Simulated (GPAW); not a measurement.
# Pressure against volume in AlB2-type TiB2 (space group 191) (GPAW, PBE)

```xyz
3
Lattice="2.9761 0.0000 0.0000 -1.4881 2.5774 0.0000 0.0000 0.0000 3.1726" Properties=species:S:1:pos:R:3 pbc="T T T"
Ti     0.0000     0.0000     0.0000
B      1.4881     0.8591     1.5863
B      0.0000     1.7183     1.5863
```

Method of the run: PBE, GPAW PAW datasets PBE (gpaw-data 1.0.1) (plane waves; GPAW). Settings: mode = pw; ecut = 1040 eV; xc = PBE; kpts = 22 22 18; mesh shift (steps) = 0 0 0; occupations.name = fermi-dirac; occupations.width = 0.05 eV; nbands = -9; convergence.forces = 0.001 eV/Å; symmetry.symmorphic = false; symmetry.tolerance = 0.0005; maxiter = 100. The cell above is the first row's. The rows scale it uniformly. In all rows fractional positions and the k mesh are held.

```csv
V (Å^3/atom),P (GPa)
8.112,16.14
8.288,9.62
8.465,3.71
8.641,-1.65
8.817,-6.49
8.994,-10.86
9.170,-14.82
9.346,-18.32
9.523,?
```

The 8 complete rows are fitted with a cubic, P against V. With u = V - 8.7, the rows have u = -0.5880, -0.4120, -0.2350, -0.0590, 0.1170, 0.2940, 0.4700, 0.6460. Least squares gives P = -3.327 - 27.941·u + 8.071·u² - 1.182·u³. Residuals (row less fit): 0.007, -0.017, 0.010, 0.000, -0.002, 0.014, -0.021, 0.007; standard error 0.017 (degrees of freedom: 4). The fitted pressure is zero at V0 = 8.585, where dP/dV = -29.85, so B0 = -V0·dP/dV = 256 GPa.

What does the fit predict for P at V = 9.523, and how far is the calculated value from it?

u = 0.8230, so P = -3.327 - 27.941 × 0.8230 + 8.071 × 0.8230² - 1.182 × 0.8230³ = -21.515 GPa. The calculation gives -21.66 GPa, 0.145 GPa below the prediction (0.4 % of the range of P in the table). The row lies outside the fitted rows, so this is an extrapolation. From the scatter of the fitted rows alone, a prediction at this place has a standard error of 0.045 GPa, so the miss is 3.2 times that.

Carrying the step between the two nearest rows on in a straight line would have given -21.84, off by 0.18; series whose last step already gives the withheld value aren't shown. The scan was laid around a cell of about the measured size, scaled by a guess for this functional; axis ratios and inner coordinates come from that cell. The runs keep the symmetry of the cell, so they don't test it for distortions. Spin polarisation is off. The shape of the cell and the inner coordinates aren't relaxed, so V0 and B0 belong to this uniform scaling; a relaxed crystal lies no higher in energy and is usually softer. Cutoffs and mesh are single choices, not tested for convergence of this quantity. Series with a scatter that would blur these digits, or in which a gap closes, are not shown.

Terms beyond the fitted order, or numerical noise in single rows, can give a miss of this size; the table doesn't tell which.
